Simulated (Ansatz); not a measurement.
# Effect of isotropic strain +1.50 % on KF

The reference is KF in the rock salt structure (space group Fm-3m, No. 225; a = 5.421 Å).

The change: every lattice vector is stretched by 1.50 %; the atoms relax in the strained cell.

Method: PBE (Ansatz, a program for electronic structure; PAW; 420 eV plane waves; no spin-orbit coupling). Settings: 11×11×11 k-points, 0.05 eV Fermi–Dirac smearing.

* **Space group**: Fm-3m (No. 225) (base Fm-3m (No. 225))
* **Shortest interatomic distance**: 2.751 Å (base 2.710 Å)
* **Energy relative to the base (free energy F)**: +3.4 meV/atom
* **Band gap**: 5.74 eV (base 5.96 eV)
* **Gap character**: direct at Γ (base direct at Γ)
* **Mean gap deformation potential ΔEg/Δln V**: -4.8 eV
* **Width of the top valence band**: 0.28 eV (base 0.31 eV)
* **Electron mass**: 0.56 mₑ (at Γ) (base 0.55 mₑ (at Γ))

Final structure:

```yaml
crystal:
  lattice:
    - [0.00000, 2.75103, 2.75103]
    - [2.75103, 0.00000, 2.75103]
    - [2.75103, 2.75103, 0.00000]
  atoms:
    - { symbol: K, position: [0.00000, 0.00000, 0.00000] }
    - { symbol: F, position: [0.50000, 0.50000, 0.50000] }
```

Cost of the whole job for the changed cell (relaxation, final SCF and bands): very roughly 5 core-seconds.

Effective masses come from finite differences of ±0.01 Å⁻¹. Whether these cells are dynamically stable was not tested.
